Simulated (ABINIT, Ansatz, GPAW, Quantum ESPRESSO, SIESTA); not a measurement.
## One structure in several programs: Zr (P6_3/mmc, 2 atoms in the cell)

Self-consistent single point.

```xyz
2
Lattice="3.2059 0.0000 0.0000 -1.6029 2.7764 0.0000 0.0000 0.0000 5.1189" Properties=species:S:1:pos:R:3 pbc="T T T"
Zr     0.0000     1.8509     1.2797
Zr     1.6029     0.9255     3.8392
```

Shared settings, as Ansatz (an electronic-structure program) writes them: kpoints.mp_grid.grid = 16 16 9; scf.occupations.method = fermi_dirac; scf.occupations.width = 0.1 eV. Potentials and cutoffs stand in the table.

```csv
code,model,pressure (GPa),cutoff
GPAW,"PBEsol, GPAW PAW datasets PBEsol (made by gpaw-setup)",-1.73,550 eV
SIESTA,"GGA PBEsol, numerical atomic orbitals DZP, PseudoDojo PBEsol standard norm-conserving potentials (rewritten from UPF to PSML)",-3.05,grid 350 Ry
ABINIT,"PBEsol, PAW (JTH v2.0 PBE PAW, files made for PBE)",-1.43,40 Ry
Ansatz,"PBEsol, default PAW files made with PBE",-1.28,default
Quantum ESPRESSO,"PBEsol, SSSP 1.1.2 efficiency (PBE) pseudopotentials",-1.21,40 Ry
```

The spread over the programs that give each value: pressure within 1.84 GPa.

SIESTA uses small atom-centred bases, whose incompleteness enters pressures, forces and empty levels differently from a plane-wave cutoff. Ansatz's pressure is given at a fixed set of plane waves, as the other plane-wave codes print theirs. In the pressure, SIESTA (by 1.69) lies more than 1 GPa from the median of the plane-wave programs.

The starting cell comes from a database of computed structures (which also holds hypothetical and non-ambient phases and stackings), without a prior relaxation at this level. Its lattice was rescaled by a random factor within 2.5 % of one.

Left out of this page: Elk and FLEUR (not drawn, or without a comparable value).

Keys are those of Ansatz 0.2.
